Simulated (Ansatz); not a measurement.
## Ge, response to strain

The parent structure is Ge in the diamond structure (space group Fd-3m, No. 227; a = 5.622 Å). Axes: x, y, z lie along the cube axes.

Strains are applied to the cell and any free atomic positions relax.

All numbers come from LDA, PAW, 420 eV (Ansatz, a program for electronic structure; scalar-relativistic without spin-orbit coupling).

Notes on the quantities. pressure: mean of the normal stresses, compression positive; energy relative to the base: free energy F.

```tsv
change	volume per atom	pressure	energy relative to the base
base	22.21 Å³	0.0 GPa	0 meV/atom
uniaxial strain ε_zz = −3.00 %	21.55 Å³	?	+7.8 meV/atom
uniaxial strain ε_zz = −2.50 %	21.66 Å³	1.9 GPa	+5.4 meV/atom
uniaxial strain ε_zz = −1.50 %	21.88 Å³	1.1 GPa	?
uniaxial strain ε_zz = −0.50 %	22.10 Å³	0.4 GPa	+0.2 meV/atom
uniaxial strain ε_zz = +1.00 %	22.44 Å³	-0.7 GPa	+0.8 meV/atom
uniaxial strain ε_zz = +1.50 %	22.55 Å³	-1.0 GPa	+1.8 meV/atom
uniaxial strain ε_zz = +2.00 %	22.66 Å³	-1.3 GPa	+3.3 meV/atom
uniaxial strain ε_zz = +2.50 %	22.77 Å³	?	+5.1 meV/atom
uniaxial strain ε_zz = +3.00 %	22.88 Å³	-2.0 GPa	+7.3 meV/atom
```

### Question
Some entries are withheld; estimate them.

### Answer

- uniaxial strain ε_zz = −3.00 %, pressure: 2.3 GPa
- uniaxial strain ε_zz = −1.50 %, energy relative to the base: +1.9 meV/atom
- uniaxial strain ε_zz = +2.50 %, pressure: -1.7 GPa

No phonon test of stability was made.
